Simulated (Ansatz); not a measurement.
**ZrCl4 (space group P2/c, No. 13; made of chains)**

```
ZrCl4
1.0
    6.62034     0.00000     0.00000
    0.00000     7.76929     0.00000
   -1.86151     0.00000     5.92710
Zr Cl
2 8
Direct
  0.00000   0.84316   0.75000
  0.00000   0.15684   0.25000
  0.75525   0.34751   0.02932
  0.24475   0.65249   0.97068
  0.24475   0.34751   0.47068
  0.75525   0.65249   0.52932
  0.21548   0.89828   0.49081
  0.78452   0.10172   0.50919
  0.78452   0.89828   0.00919
  0.21548   0.10172   0.99081
```

All numbers come from PBEsol/PAW in Ansatz (a first-principles code), no SOC. Γ-centred 5×5×6 mesh, Fermi–Dirac width 0.05 eV.

* **Volume per atom**: 30.49 Å³
* **Density**: 2.54 g/cm³
* **Band gap**: 3.69 eV, indirect, Γ → Z
* **Total energy**: -1676.168 eV/atom (σ→0; compares only within this code and set-up)

No phonon test of stability was made. No dispersion term is included in the PBEsol runs.
